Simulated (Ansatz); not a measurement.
**A computed series for MgS: element substitutions**

Start from MgS in the rock salt structure (space group Fm-3m, No. 225).

```
CELL_PARAMETERS angstrom
      0.00000     2.61485     2.61485
      2.61485     0.00000     2.61485
      2.61485     2.61485     0.00000
ATOMIC_POSITIONS crystal
  S  0.00000 0.00000 0.00000
  Mg 0.50000 0.50000 0.50000
```

Each row replaces one element on all its sites; cell and atoms are relaxed.

Method: Kohn–Sham DFT with the PBE functional, run in Ansatz (a first-principles code) with PAW and 420 eV plane waves, scalar-relativistic without spin-orbit coupling.

Q: Only one of these keeps a band gap. Which?
A. S → Se
B. S → Cl
C. S → Mo

A: A, S → Se. Computed: S → Mo: zero; S → Se: 1.77 eV; S → Cl: zero

Stability against distortions was not tested. As relaxed here, MgMo and MgCl are hypothetical phases, not in the database extracts checked. All final runs are without spin polarisation. An odd electron count without spin: MgCl. MgMo has a high density of states at the Fermi level and may be magnetic at this level.
